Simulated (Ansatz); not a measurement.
Hops of point defects in alpha quartz, each between lowest sites run for its defect: PBE bands (Ansatz, a first-principles code, plane waves to 420 eV, PAW, climbing-image NEB) beside r2SCAN single points (500 eV) at the PBE geometries. Static nuclei, no finite-size correction. The rows are a random draw from the bands that converged and passed our checks of state and shape. Saddle orders were checked for a part of the study's bands only and are not shown. Charge states are imposed.

```csv
Row,Defect,Route,Hop (Å),Cell and PBE mesh,r2SCAN k-points,PBE barrier x (eV),r2SCAN barrier y (eV)
1,"interstitial Al, charge +3",Al moves farthest,1.82,"72 sites, Γ",same mesh,0.31,0.35
2,"interstitial Zn, charge +2",Zn moves farthest,1.83,"72 sites, Γ",same mesh,0.12,0.12
3,"interstitial Cu, charge +1",Cu moves farthest,1.86,"72 sites, Γ",same mesh,0.09,0.08
4,"interstitial O, charge -2",O moves farthest,1.08,"72 sites, Γ",same mesh,0.05,0.03
5,"interstitial O, charge 0",O moves farthest,1.22,"72 sites, Γ",same mesh,1.18,1.37
6,"interstitial O, charge 0",O moves farthest,2.55,"72 sites, Γ",same mesh,1.24,1.37
7,"interstitial Li, charge +1",Li moves farthest,1.82,"72 sites, Γ",same mesh,0.13,?
```

Problem. Fit a straight line y = a x + b to rows 1 to 6, predict row 7, and compare with the computed value.

Solution. Means: x̄ = 0.498, ȳ = 0.553 eV. Sums: Sxx = 1.561, Sxy = 1.793 eV². So a = Sxy/Sxx = 1.149 and b = ȳ − a x̄ = -0.019 eV, with a scatter of 0.03 eV about the line. Row 7: 1.149 × 0.13 − 0.019 ≈ 0.13 eV. The computed r2SCAN value is 0.13 eV, 0.00 eV from the line, within the scatter. The line only summarises these rows of one host.
